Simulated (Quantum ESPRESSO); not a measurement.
Converging the k-point mesh at a smearing width of 0.05 eV: Sr (P-3m1, 2 atoms in the cell)

```
Sr
1.0
    4.28830     0.00000     0.00000
   -2.14415     3.71377     0.00000
    0.00000     0.00000     7.02343
Sr
2
Cartesian
  0.00000   2.47585   1.80586
  2.14415   1.23792   5.26757
```

Method: LDA (PZ), GBRV 1.5 ultrasoft (LDA) pseudopotentials (plane waves; Quantum ESPRESSO 7.5).

Base settings: ecutwfc = 40 Ry; ecutrho = 200 Ry; occupations = smearing; smearing = gauss; degauss = 0.0073499 Ry; potentials = {Sr: sr_lda_v1.uspp.F.UPF}; K_POINTS = automatic 5 5 2 0 0 0; conv_thr = 1e-09 Ry; mixing_beta = 0.4.

In this ladder: degauss = 0.0036749 Ry.

Only quantities that move along the ladder and can be compared are tabulated.

The count of work is k-points × plane waves × bands × iterations; it is no time. Core times come from one kind of shared machine, to one figure; runs under 30 s give none.

The starting cell comes from a database of computed structures (which also holds hypothetical and non-ambient phases and stackings), without a prior relaxation at this level. Its lattice was rescaled by up to half a per cent. One atom was moved a little off its site on purpose. Without a gap this mesh is coarse (it stands for a supercell whose shortest vector is 14 Å).

| K_POINTS | free energy less the last step's (meV/atom) | pressure (GPa) | largest difference of a force vector from the last step's (eV/Å) | count of work / last | core time / last (rough) |
|---|---|---|---|---|---|
| automatic 3 3 2 0 0 0 | 133.83 | -1.54 | 0.025 | 0.021 | – |
| automatic 4 4 2 0 0 0 | -3.01 | -1.40 | 0.014 | 0.027 | – |
| automatic 5 5 3 0 0 0 | -0.02 | -1.48 | 0.009 | 0.050 | – |
| automatic 6 6 3 0 0 0 | 22.18 | -1.43 | 0.011 | 0.065 | – |
| automatic 7 7 4 0 0 0 | 3.39 | -1.46 | 0.002 | 0.11 | – |
| automatic 8 8 5 0 0 0 | -0.65 | -1.47 | 0.002 | 0.15 | – |
| automatic 10 10 5 0 0 0 | 1.96 | -1.46 | 0.001 | 0.22 | 0.3 |
| automatic 12 12 6 0 0 0 | 0.26 | -1.45 | 0.000 | 0.38 | 0.8 |
| automatic 14 14 8 0 0 0 | 0.02 | -1.47 | 0.001 | 0.64 | 0.7 |
| automatic 17 17 9 0 0 0 | 0.00 | -1.47 | 0.000 | 1.0 | 1 |

Coarsest K_POINTS that holds the pressure within 0.05 GPa of the last step, with all finer ones: automatic 5 5 3 0 0 0, at 0.050 of the last step's count of work; the step before is off by 0.07 GPa.

Coarsest K_POINTS that holds the free energy within 5 meV/atom of the last step, with all finer ones: automatic 7 7 4 0 0 0, at 0.11 of the last step's count of work; the step before is off by 22 meV/atom.

Coarsest K_POINTS that holds the forces within 0.02 eV/Å of the last step, with all finer ones: automatic 4 4 2 0 0 0, at 0.027 of the last step's count of work; the step before is off by 0.025 eV/Å.
